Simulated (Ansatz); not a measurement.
The parent structure is MgTe in the zinc blende structure (space group F-43m, No. 216; a = 6.368 Å). Axes: x, y, z lie along the cube axes.

Calculations: plane-wave PAW DFT at the LDA level (Ansatz, an electronic-structure program, 420 eV), spin-orbit coupling left out.

Modification: every lattice vector is shortened by 1.50 %, atoms relaxed at fixed cell.

### Question
Predict the stress tensor and what it implies for the stiffness.

### Answer
Stress of the strained cell less that of the base (GPa, compression positive):
```
   1.93    0.00    0.00
   0.00    1.93    0.00
   0.00    0.00    1.93
```

Then B = −ΔP/(ΔV/V₀) with ΔV/V₀ = -0.0443 gives secant stiffness values (nonlinear terms included at this strain): B ≈ 44 GPa.

As a check, the harmonic strain energy −½ V₀ Δσ:ε is 8.8 meV/atom; the computed energy rise is 8.4 meV/atom.

Stability against distortions was not tested.
